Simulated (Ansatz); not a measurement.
Consider PbO2 in the rutile structure (space group P4_2/mnm, No. 136).

```xyz
6
Lattice="4.9983 0.0000 0.0000 0.0000 4.9983 0.0000 0.0000 0.0000 3.4115" Properties=species:S:1:pos:R:3 pbc="T T T"
Pb     0.0000     0.0000     0.0000
Pb     2.4991     2.4991     1.7058
O      1.5375     1.5375     0.0000
O      3.4607     3.4607     0.0000
O      0.9616     4.0367     1.7058
O      4.0367     0.9616     1.7058
```

The values are results of plane-wave PAW DFT at the PBEsol level (Ansatz, an electronic-structure program, 420 eV), no SOC, not measurements.

Before the change:

The shortest interatomic distance is 2.174 Å and the band gap is zero. The c/a ratio comes out as 0.683.

One thing is altered: full substitution Pb → Sn; the structure is relaxed again.

Question: Predict the new shortest interatomic distance, band gap, valence-band top at Γ and c/a ratio.

Answer: The shortest interatomic distance falls by 0.1087 Å to 2.066 Å; the band gap becomes 0.92 eV (base: zero); the valence-band top at Γ (three highest levels, from the VBM) amounts to 0.00, -0.77, -0.77 eV; the c/a ratio drops by 0.009 (0.683 → 0.674).

With Pb present, leaving out spin-orbit coupling can change the band edges. No phonon test of stability was made. All final runs are without spin polarisation. Gaps under 0.05 eV, about the width of the smearing, are given as zero. A zero or small gap of PbO2 can be the functional's error rather than a property of the material.
